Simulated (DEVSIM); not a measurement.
Device: abrupt GaP n-p junction, at 300 K.

| layer (left to right) | material | thickness (μm) | Nd (cm⁻³) | Na (cm⁻³) | τn (s) | τp (s) |
|---|---|---|---|---|---|---|
| 1 | GaP | 8.10 | 1.1e15 | - | 1.6e-6 | 1.6e-6 |
| 2 | GaP | 230 | - | 3.9e16 | 1.6e-6 | 1.6e-6 |

Left contact: ohmic. Right contact: ohmic. Voltage is applied to the left contact. Recombination: SRH at mid-gap, Auger. Mobility is μmin + (μ − μmin)/(1 + (N/Nref)^α).

This is a model device: material constants are rounded textbook-type values typed into the input, and sizes, dopings and lifetimes were drawn at random. Values at 300 K.

```tsv
parameter	GaP
gap (eV)	2.26
affinity (eV)	3.8
permittivity	11.1
Nc (cm⁻³)	1.8e19
Nv (cm⁻³)	1.9e19
μn (cm²/Vs)	250
μp (cm²/Vs)	150
μn,min	10
μp,min	10
Nref,n	4.4e18
Nref,p	1e18
αn	0.8
αp	0.85
Cn (cm⁶/s)	1e-30
Cp (cm⁶/s)	1e-30
```

Model (solved in DEVSIM): 1D drift-diffusion, Boltzmann statistics, complete ionisation; no tunnelling, impact ionisation, image-force lowering or self-heating.

Problem. Tabulate band edges, carrier densities and field at -2.05 V on the left contact.

Solution. Energies count from the Fermi level of the right contact; mesh points crowd at the junctions.

| x (μm) | Ec (eV) | Ev (eV) | n (cm⁻³) | p (cm⁻³) | field (V/cm) |
|---|---|---|---|---|---|
| 0.000 | 2.301 | 0.041 | 1.1e15 | < 1e2 | -240 |
| 0.05418 | 2.300 | 0.040 | 1.2e15 | 6.2e13 | -240 |
| 0.2299 | 2.296 | 0.036 | 1.3e15 | 2.4e14 | -200 |
| 0.7999 | 2.287 | 0.027 | 1.8e15 | 7.5e14 | -120 |
| 3.986 | 2.264 | 0.004 | 4.1e15 | 3.0e15 | -45 |
| 6.816 | 2.254 | -0.006 | 5.9e15 | 4.8e15 | -30 |
| 7.721 | 2.252 | -0.009 | 6.5e15 | 5.4e15 | -27 |
| 8.041 | 2.257 | -0.003 | 5.3e15 | 7.0e15 | 1600 |
| 8.099 | 2.280 | 0.020 | 2.1e15 | 1.8e16 | 8600 |
| 8.151 | 2.300 | 0.040 | 1.0e15 | 3.8e16 | 810 |
| 8.322 | 2.301 | 0.041 | 9.3e14 | 4.0e16 | ≈ 0 |
| 9.284 | 2.300 | 0.040 | 9.2e14 | 4.0e16 | ≈ 0 |
| 12.02 | 2.298 | 0.038 | 8.7e14 | 4.0e16 | ≈ 0 |
| 20.96 | 2.291 | 0.031 | 7.3e14 | 4.0e16 | ≈ 0 |
| 71.35 | 2.247 | -0.013 | 2.8e14 | 3.9e16 | ≈ 0 |
| 173.2 | 2.158 | -0.102 | 4.1e13 | 3.9e16 | ≈ 0 |
| 218.2 | 2.118 | -0.142 | 1.4e13 | 3.9e16 | ≈ 0 |
| 232.0 | 2.105 | -0.155 | 4.9e12 | 3.9e16 | ≈ 0 |
| 236.9 | 2.101 | -0.159 | 1.1e12 | 3.9e16 | ≈ 0 |
| 237.7 | 2.100 | -0.160 | 3.1e11 | 3.9e16 | ≈ 0 |
| 238.0 | 2.100 | -0.160 | 8.2e10 | 3.9e16 | ≈ 0 |
| 238.1 | 2.100 | -0.160 | < 1e2 | 3.9e16 | ≈ 0 |
